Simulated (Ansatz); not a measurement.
SrTiO3 under load (space group Pm-3m), PBEsol, rigid bands in Ansatz (a first-principles code). Condition of this run: hydrostatic pressure 5 GPa (the target of the relaxation). Band gap 1.90 eV, N_c = 7.13e19 cm⁻³ and N_v = 2.77e20 cm⁻³ at 300 K, conductivity masses of 0.607 mₑ (electrons) and 1.80 mₑ (holes). Take k_BT = 0.02585 eV.

What thermal injection velocity √(2k_BT/πm) limits a ballistic channel?

6.91e6 cm/s for electrons and 4.01e6 cm/s for holes, a ratio of √(m_h/m_e) = 1.72, for dilute carriers.

What built-in voltage has an abrupt junction with N_A = 1e17 and N_D = 1e17 cm⁻³, all dopants ionised?

V_bi = E_g/e − (k_BT/e) ln(N_c N_v/(N_A N_D)) = 1.90 − 0.02585 × 14.50 = 1.53 V, for the computed gap.

A film of it is 2 nm thick. Estimate the confinement energies in an infinite well.

ħ²π²/(2m t²) = 0.376 eV·nm²/(m/mₑ × t²) gives 155 meV for electrons and 52.2 meV for holes, so the gap would widen to about 2.11 eV. Finite barriers and nonparabolic bands lower this, and with several valleys or bands the heaviest mass along the normal sets the lowest level, not this average.

Rigid bands with the computed gap; masses take one relaxation time for all states. Spin-orbit coupling is left out; where it splits the top of the valence band, N_v and the p-type Seebeck coefficient come out somewhat high without it.
